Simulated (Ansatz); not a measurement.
**Effect of x(O) = 0.333, 9 atoms, R3 on SnSe2**

Take SnSe2 in the CdI2 type structure (space group P-3m1, No. 164; a = 3.8258 Å, c = 6.2309 Å; layered, stacked along the Cartesian z axis) as the base.

The other end (x = 1) is SnO2 in the CdI2 type structure (space group P-3m1, No. 164; a hypothetical phase, not in the database extracts checked; layered, stacked along the Cartesian z axis): 13.16 Å³/atom, gap 2.52 eV; this end may not be an ambient phase.

Modification: a fraction x = 0.333 of the Se sites is given to O, ordered in a cell of 9 atoms (starting symmetry R3) and fully relaxed.

Computed with DFT with r2SCAN+rVV10, PAW potentials and a 500 eV plane-wave cutoff in Ansatz (a quantum-chemistry and plane-wave program), no spin-orbit coupling. Settings: 7×7×7 k-points, 0.05 eV Fermi–Dirac smearing, for the changed cell.

| quantity | base | changed | shift |
|---|---|---|---|
| volume per atom | 26.33 Å³ | 22.61 Å³ | -3.72 Å³ |
| density | 5.82 g/cm³ | 5.75 g/cm³ | -0.07 g/cm³ |
| band gap | 0.94 eV | 0.46 eV | -0.48 eV |
| gap character (in this cell's own zone, which can be folded) | – | indirect, T → Γ | – |
| mixing energy (against an end that may be hypothetical) | – | +174 meV/atom | – |
| deviation of the volume from the linear (Vegard-type) interpolation | – | +3.0 % | – |
| bowing parameter b of this ordering, from Eg = [1−x] Eg[0] + x Eg[1] − b x [1−x] | – | 4.5 eV | – |
| mean first-shell distances | – | Se–Sn 2.668 Å (end compound 2.713 Å), O–Sn 2.197 Å (end compound 2.090 Å) | – |

Final structure:

```xyz
9
Lattice="3.1210 1.8019 6.0300 -3.1210 1.8019 6.0300 0.0000 -3.6038 6.0300" Properties=species:S:1:pos:R:3 pbc="T T T"
Sn    -2.0208    -0.1042     6.2008
Sn     0.9202     1.8022     6.2008
Sn     1.1006    -1.6980     6.2008
Se     0.0000     0.0000     1.8015
O      0.0000     0.0000    13.0934
O      0.0000     0.0000     7.0509
Se    -1.0003     1.8434    10.6040
Se    -1.0963    -1.7880    10.6040
Se     2.0966    -0.0554    10.6040
```

Cost of the whole job for the changed cell (relaxation, final SCF and bands): about 26 core-minutes (a rough figure).

These are small ordered cells, not random alloys; other orderings at the same x differ. Stability against distortions was not tested. k-point labels follow each cell's own Brillouin zone.
